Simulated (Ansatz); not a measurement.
**Ag in the fcc (Cu type) structure (space group Fm-3m, No. 225)**

```cif
data_Ag
_chemical_formula_sum 'Ag1'
_space_group_name_H-M_alt 'P 1'
_space_group_IT_number 1
_cell_length_a 2.86689
_cell_length_b 2.86689
_cell_length_c 2.86689
_cell_angle_alpha 60.000
_cell_angle_beta 60.000
_cell_angle_gamma 60.000
loop_
_space_group_symop_operation_xyz
  'x, y, z'
loop_
_atom_site_label
_atom_site_type_symbol
_atom_site_fract_x
_atom_site_fract_y
_atom_site_fract_z
_atom_site_occupancy
Ag1 Ag 0.00000 0.00000 0.00000 1
```

All numbers come from PBEsol in Ansatz (plane waves to 420 eV, PAW, no SOC). Γ-centred 20×20×20 mesh, Fermi–Dirac width 0.05 eV.

Volume per atom: 16.66 Å³
Density: 10.75 g/cm³
Band gap: zero
Total energy: -7522.250 eV/atom (σ→0; compares only within this code and set-up)

No phonon test of stability was made.

Ansatz is a quantum-chemistry and plane-wave program.
